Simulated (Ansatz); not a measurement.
Structures of equal composition on the (111)A surface of zinc-blende AlP (Al plane on top): 2x2 In adatom at H3; 2x2 In adatom at T4. The slabs share one bottom face, and each structure is named by its start. These are constructed structures in small cells; real faces may alloy, dewet or reconstruct in larger ones, and not all known structures of the face are among them. Slabs of about 17 Å with all that they carry, Fermi-Dirac smearing of 0.025 eV. Bottom of the slabs: H caps. Relaxed from the named starts with such symmetry as they have, on meshes of like density; energies extrapolated to zero smearing; no spin-orbit coupling, no U. Spin-polarised runs, if any, are marked in brackets, and their order is one that fits the cell; the others ran without spin. Where a second, spin-polarised start was run, the lower counts.

Host crystal: zinc-blende AlP, with a band gap (PBE, scalar-relativistic without spin-orbit coupling).

The numbers are results of PBE (plane waves to 420 eV, PAW; Ansatz, an electronic-structure program), not measurements.

Q: Order them by energy per 1x1 cell (lowest first) at the level PBE.

A: 2x2 In adatom at T4 (0.000 eV, gap 0.40 eV on the mesh), 2x2 In adatom at H3 (0.054 eV, gap 0.24 eV on the mesh)
